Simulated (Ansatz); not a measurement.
```yaml
crystal:
  lattice:
    - [0.00000, 3.54621, 3.54621]
    - [3.54621, 0.00000, 3.54621]
    - [3.54621, 3.54621, 0.00000]
  atoms:
    - { symbol: K, position: [0.00000, 0.00000, 0.00000] }
    - { symbol: I, position: [0.50000, 0.50000, 0.50000] }
```

Spin-orbit coupling is not included.

### Question
List the harmonic phonon frequencies (cm⁻¹; finite displacements on a 3×3×3 mesh, r2SCAN density-functional theory in Ansatz (plane waves, PAW), k mesh 6×6×6) at q = (0.000, 0.333, -0.333), (0.000, 0.333, 0.333), (0.000, 0.000, 0.000), in fractions of this cell's reciprocal vectors. At Γ leave out the LO-TO shift.

### Answer

- (0.000, 0.333, -0.333): 44, 48, 59, 95, 107, 110
- (0.000, 0.333, 0.333): 27, 27, 64, 103, 103, 108
- (0.000, 0.000, 0.000): 0, 0, 0, 101, 101, 101

Ansatz is a quantum-chemistry and plane-wave program.
